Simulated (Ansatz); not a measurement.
GeSe₂ (Fdd2, No. 43; cell taken from a computed entry), treated with LDA (Ansatz, a program for electronic structure, PAW).

Run with plane-wave cutoff 520 eV, 6×6×6 k mesh, Fermi–Dirac smearing 0.01 eV, scalar-relativistic PAW data made under PBE.

Cell (relaxed with PBEsol):

GeSe$_{2}$ is modelled in the orthorhombic space group Fdd2 (No. 43), Pearson symbol oF72. Lattice parameters: a = 12.377 Å, b = 23.584 Å, c = 7.123 Å, α = β = γ = 90.00°. Ge1 on 8a is surrounded by 4 Se at 2.378–2.385 Å (tetrahedral). Ge2 on 16b has 4 Se at 2.366–2.383 Å (tetrahedral). Se1 on 16b is coordinated by 2 Ge at 2.383 Å (bent). Se2 on 16b sees 2 Ge at 2.366–2.378 Å (bent). Se3 on 16b sees 2 Ge at 2.367–2.377 Å (bent). (Neighbours: up to the widest gap in distance over summed covalent radii, below 1.35, at either atom.)
(The calculation used a cell of 18 atoms; values per cell refer to that cell.)

Question: What does this level give for the band gap, smallest direct gap on the k points sampled and Γ–Γ gap?

Answer: 
band gap: 1.31 eV (indirect)
smallest direct gap on the k points sampled: 1.40 eV
Γ–Γ gap: 1.42 eV

Note: cell and atoms aren't relaxed at this level (pressure -1.5 GPa); this cell isn't known to be the ambient phase, and symmetry holds it in the calculation.

Spin–orbit coupling is not included.
